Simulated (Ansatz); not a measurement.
Take TiO$_{2}$ in the rutile structure (space group P4_2/mnm, No. 136) as the base.

```cif
data_O4Ti2
_chemical_formula_sum 'Ti2 O4'
_space_group_name_H-M_alt 'P42/mnm'
_space_group_IT_number 136
_space_group_name_Hall '-P 4n 2n'
_cell_length_a 4.64344
_cell_length_b 4.64344
_cell_length_c 2.96380
_cell_angle_alpha 90.000
_cell_angle_beta 90.000
_cell_angle_gamma 90.000
loop_
_atom_site_label
_atom_site_type_symbol
_atom_site_symmetry_multiplicity
_atom_site_Wyckoff_symbol
_atom_site_fract_x
_atom_site_fract_y
_atom_site_fract_z
_atom_site_occupancy
Ti1 Ti 2 a 0.00000 0.00000 0.00000 1
O1 O 4 f 0.30513 0.30513 0.00000 1
```

Level of theory: Ansatz (an electronic-structure program), PBE, PAW, cutoff 420 eV, without spin-orbit coupling.

Before the change:

The pressure is 0.00 GPa and the band gap is 1.86 eV.

It is then changed as follows: every lattice vector is shortened by 3.00 %; the atoms relax in the strained cell.

Problem. What happens to the energy relative to the base?

Solution. The energy increases by 64 meV/atom.

Problem. Predict the new pressure.

Solution. The pressure (mean of the normal stresses, compression positive) goes from zero to 24.08 GPa.

Problem. Predict the new band gap.

Solution. The band gap increases by 0.10 eV (1.86 eV → 1.96 eV).

No phonon test of stability was made. All final runs are without spin polarisation.
